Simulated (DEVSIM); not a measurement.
Device: Ni/HfO2/SiO2/p-Si capacitor, at 450 K.

Layer 1 from the left is HfO2, thickness (nm) 5.20. Layer 2 from the left is SiO2, thickness (nm) 1.30. Layer 3 from the left is Si, thickness (nm) 1700, Na (cm⁻³) 1.2e17.

Metal gate on the left, work function 5.1 eV. Fixed charge at the semiconductor interface 0 cm⁻² (in units of +e); no interface traps.

The device is made up for the run: typed textbook-type constants, with dimensions and the other settings drawn at random. Values at 300 K; Nc and Nv go as T^1.5, mobilities as T to minus their exponent, the gap by Varshni's rule with the affinity fixed.

HfO2: gap (eV) 5.7, affinity (eV) 2.5, permittivity 22. SiO2: gap (eV) 9, affinity (eV) 0.9, permittivity 3.9. Si: gap (eV) 1.124, affinity (eV) 4.05, permittivity 11.7, Nc (cm⁻³) 2.86e19, Nv (cm⁻³) 3.1e19, Varshni α (eV/K) 0.000473, Varshni β (K) 636.

Model (solved in DEVSIM): 1D Poisson equation in equilibrium, Boltzmann statistics, complete ionisation; no quantum confinement or tunnelling. Metal contacts follow the ideal Schottky-Mott rule: no Fermi-level pinning, no interface dipoles.

**Question.** What does the simulation give for the minimum of the low-frequency capacitance, the flat-band voltage, the threshold voltage (band bending 2φF)?

**Answer.** minimum of the low-frequency capacitance 0.142 μF/cm²; flat-band voltage 0.21 V; threshold voltage (band bending 2φF) 0.91 V.
